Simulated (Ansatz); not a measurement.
# Hypothetical P-3m1 In2O3: pressure series

Take In$_{2}$O$_{3}$ (space group P-3m1, No. 164; a = 3.419 Å, c = 6.094 Å; a hypothetical phase, not in the database extracts checked) as the base.

Cell and atoms are relaxed at each pressure.

Method: PBEsol (Ansatz, a quantum-chemistry and plane-wave program; PAW; 420 eV plane waves; scalar-relativistic without spin-orbit coupling).

```csv
P (GPa),V (Å³/atom)
0.30,12.309
0.70,12.272
1.50,12.201
3.00,12.077
4.99,11.926
7.50,11.755
10.00,11.598
```

A third-order Birch–Murnaghan fit to these points gives V₀ = 12.34 Å³/atom, B₀ = 130 GPa and B₀′ = 6.7. At pressure 10 GPa the volume is 94.0 % of V₀.

Load acts through the strain it causes; cell and atoms are relaxed under it. Whether these cells are dynamically stable was not tested. Competing high-pressure phases were not computed. The base started in P3m1 and relaxed to P-3m1 at this level.
